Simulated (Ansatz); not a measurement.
**A constructed model of the (111) surface of fcc Au, a pseudomorphic layer of Os in the host's stacking (bottom of the slab: a bare face, its two planes held)**

These are PBE (plane waves to 420 eV, PAW; Ansatz, a first-principles code) values and carry that method's errors.

Model: 7-atom slab, 14.4 Å thick at the start, 15x15x1 mesh, Fermi-Dirac 0.1 eV, dipole correction, 2 atoms held, the rest relaxed; symmetry of the start imposed; no spin, no spin-orbit, no U. It is one candidate, not shown to be the stable structure of the face.

The work function of the top face is 5.72 eV and the energy released by relaxation is 0.078 eV. The cost is about 100 core-seconds (a rough figure).
